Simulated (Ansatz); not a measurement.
Start from GaN in the zinc blende structure (space group F-43m, No. 216).

```
CELL_PARAMETERS angstrom
      0.00000     2.24904     2.24904
      2.24904     0.00000     2.24904
      2.24904     2.24904     0.00000
ATOMIC_POSITIONS crystal
  Ga 0.00000 0.00000 0.00000
  N  0.25000 0.25000 0.25000
```

Cartesian axes are those of the cell as printed.

All numbers come from PBEsol (Ansatz, an electronic-structure program; PAW; 420 eV plane waves; no SOC).

Strains are applied to the cell and any free atomic positions relax.

One change was made to it. Results:

The shortest interatomic distance decreases by 0.3 pm, from 194.8 pm to 194.5 pm; the band gap falls by 0.04 eV (1.70 eV → 1.66 eV); the valence-band top at Γ (three highest levels, from the VBM) becomes 0.00, -0.04, -0.08 eV (base: 0.00, 0.00, 0.00 eV); the energy increases by 0.7 meV/atom.

Problem. Which of these changes matches the shifts?
A. tensor shear ε_xy = +0.57 %
B. tensor shear ε_xy = +1.14 %
C. tensor shear ε_xy = +2.00 %
D. tensor shear ε_xy = +1.71 %

Solution. A, tensor shear ε_xy = +0.57 %. For comparison, the band gap in the other runs: tensor shear ε_xy = +1.14 % gives 1.61 eV; tensor shear ε_xy = +2.00 % gives 1.53 eV; tensor shear ε_xy = +1.71 % gives 1.56 eV.

Whether these cells are dynamically stable was not tested. This is not the structure that GaN has at room temperature and ambient pressure.
